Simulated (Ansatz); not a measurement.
This concerns the reaction energy. Reaction: Ag (fcc) + HCl (gas) → AgCl (rock salt) + 1/2 H2 (gas). Negative: the products are lower in energy.

AgCl (rock salt, Fm-3m), 2 atoms in the cell. Conventional cell: a = b = c = 5.6134 Å, α = β = γ = 90.00°.

Method: Ansatz (an electronic-structure program), PAW, neutral cells at 0 K with nuclei at rest, on structures from PBE. Ansatz runs with its PAW set soft_1. Other levels take these structures. HSE06 runs on coarser k-point meshes, mended by the PBE difference between the two meshes. Some cells are metallic or hold partly filled levels, where a hybrid on a coarse mesh is less sure. The lattices are those relaxed with PBE, so at other levels the solids can be strained, which adds to the spread. A dispersion term (D3(BJ), or D4 for r2SCAN) was computed beside these levels and is taken off wherever the name lacks it. Space groups of crystals are read within 0.01 Å.

Levels: PBE, PBEsol, RPBE, r2SCAN, HSE06, HSE06+D3(BJ).

Question: Do the levels agree on the sign?

Answer: too close to call: PBE (0.02); uphill: PBEsol (0.12), RPBE (0.08); downhill: r2SCAN (-0.30), HSE06 (-0.21), HSE06+D3(BJ) (-0.23) (values in eV; within 0.05 eV of zero counts as too close to call). The levels shown span 0.42 eV, from r2SCAN (-0.30) to PBEsol (0.12). They disagree on the sign.
